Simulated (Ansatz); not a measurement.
# HfAu2 (I4/mmm, No. 139; structure not from a measured cell): properties by level of theory

| level (code) | lattice constant a (Å) | c axis length (Å) |
|---|---|---|
| LDA (Ansatz) | 3.498 | 8.591 |
| PBEsol (Ansatz) | 3.526 | 8.671 |
| r²SCAN (Ansatz) | 3.555 | 8.716 |

Caveats: the relaxation could not lower the start's symmetry, so the cell can be a saddle point above a distorted one (LDA, PBEsol, r²SCAN). Ansatz's density-functional and Hartree–Fock values are scalar-relativistic unless marked +SOC, with PAW data made under PBE.

Ansatz is a first-principles code.
